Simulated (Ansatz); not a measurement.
Li under a change: tensor shear ε_xy = +0.29 %

Take Li in the bcc (W type) structure (space group Im-3m, No. 229; a = 3.434 Å; relaxed with 0.1 eV smearing) as the base. Axes: x, y, z lie along the cube axes.

One thing is altered: a pure shear with ε_xy = ε_yx = 0.0029; the atoms relax in the strained cell.

Level of theory: Kohn–Sham DFT with the PBEsol functional, run in Ansatz (a quantum-chemistry and plane-wave program) with PAW and 420 eV plane waves, spin-orbit coupling left out. k-mesh 27×27×27 (Γ-centred); smearing 0.1 eV (Fermi–Dirac).

| quantity | base | changed | shift |
|---|---|---|---|
| volume per atom | 20.25 Å³ | 20.25 Å³ | 0.00 Å³ |
| space group | Im-3m (No. 229) | Fmmm (No. 69) | – |
| energy relative to the base (free energy F) | 0 meV/atom | 0.0 meV/atom | 0.0 meV/atom |
| band gap | zero | zero | – |
| stress (xx, yy, zz, yz, xz, xy; compression positive) | – | (0.0, 0.0, 0.0, 0.0, 0.0, -0.1) GPa | – |

No phonon test of stability was made.
